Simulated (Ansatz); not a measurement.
System: MoPd (model structure, Pm-3m, No. 221, 2 atoms in the cell). Method: PBEsol (Ansatz, a program for electronic structure, PAW).

Settings: plane-wave cutoff 520 eV, 18×18×18 k mesh, Fermi–Dirac smearing 0.05 eV, no spin polarisation, scalar-relativistic PAW data made under PBE.

Cell (relaxed at this level):

```
CELL_PARAMETERS angstrom
      3.11952     0.00000     0.00000
      0.00000     3.11952     0.00000
      0.00000     0.00000     3.11952
ATOMIC_POSITIONS crystal
  Pd 0.00000 0.00000 0.00000
  Mo 0.50000 0.50000 0.50000
```

Task: Give the computed bulk modulus.

Result: 
- bulk modulus: 239 GPa

Note: the run has no spin polarisation, so it can have missed a magnetic state; the bulk modulus is −V dP/dV from two relaxed cells at ±2 % in volume; the relaxation could raise the start's symmetry but not lower it, so the cell can be a saddle point.

Computed values are for the static lattice.

A model structure was made by putting elements into a prototype or built by hand; it is no filed structure, need not be a known phase, and can be a saddle point held by its symmetry.
